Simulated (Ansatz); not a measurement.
Data:

```yaml
crystal:
  lattice:
    - [0.00000, 2.38101, 2.38101]
    - [2.38101, 0.00000, 2.38101]
    - [2.38101, 2.38101, 0.00000]
  atoms:
    - { symbol: Se, position: [0.00000, 0.00000, 0.00000] }
    - { symbol: Mg, position: [0.50000, 0.50000, 0.50000] }
```

No spin polarisation.

The values are results of PBEsol, PAW, 420 eV (Ansatz, a program for electronic structure; no spin-orbit coupling), not measurements. Settings: 10×10×10 k-points, 0.05 eV Fermi–Dirac smearing.

Question: Estimate the gap character.

Answer: Indirect, Γ → X.

Question: Estimate the band gap.

Answer: 2.15 eV.

Question: What smallest direct gap does the calculation give?

Answer: 5.21 eV.

Question: What electron mass does the calculation give?

Answer: 1.1 mₑ along k, 0.18 mₑ across (at X).

Load acts through the strain it causes; cell and atoms are relaxed under it. Masses are band curvatures over ±0.01 Å⁻¹ around the edge. Along k means along the line from Γ to the band edge. No phonon test of stability was made. Competing high-pressure phases were not computed. The cell was made from MgSe in the rock salt structure (space group Fm-3m, No. 225) by this change: pressure 60 GPa.
